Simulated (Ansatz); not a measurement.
# A computed series for TiN: response to strain

Take TiN in the rock salt structure (space group Fm-3m, No. 225; relaxed with 0.1 eV smearing) as the base.

```
TiN
1.0
    0.00000     2.11696     2.11696
    2.11696     0.00000     2.11696
    2.11696     2.11696     0.00000
N Ti
1 1
Direct
  0.00000   0.00000   0.00000
  0.50000   0.50000   0.50000
```

Cartesian axes are those of the cell as printed.

Strains are applied to the cell and any free atomic positions relax; under biaxial strain the out-of-plane vector relaxes too.

All numbers come from Kohn–Sham DFT with the r2SCAN functional, run in Ansatz (a first-principles code) with PAW and 500 eV plane waves, spin-orbit coupling left out, earlier PAW set.

Candidates:
(a) uniaxial strain ε_xx = −0.34 %
(b) biaxial strain −0.64 %, plane normal [110], relaxed out of plane
(c) strain tensor (xx, yy, zz, yz, xz, xy) = (+0.01, −1.08, −0.27, −1.64, −0.35, −0.10) %
(d) isotropic strain +4.15 %
(e) isotropic strain −1.09 %

Notes on the quantities. energy relative to the base: free energy F.

**Question.** Order them by energy relative to the base, highest first.

**Answer.** (d) isotropic strain +4.15 % (+119 meV/atom), (e) isotropic strain −1.09 % (+9.7 meV/atom), (c) strain tensor (xx, yy, zz, yz, xz, xy) = (+0.01, −1.08, −0.27, −1.64, −0.35, −0.10) % (+8.8 meV/atom), (b) biaxial strain −0.64 %, plane normal [110], relaxed out of plane (+1.5 meV/atom), (a) uniaxial strain ε_xx = −0.34 % (+0.2 meV/atom)

Whether these cells are dynamically stable was not tested. The final runs are not spin-polarised. An odd electron count without spin: TiN.
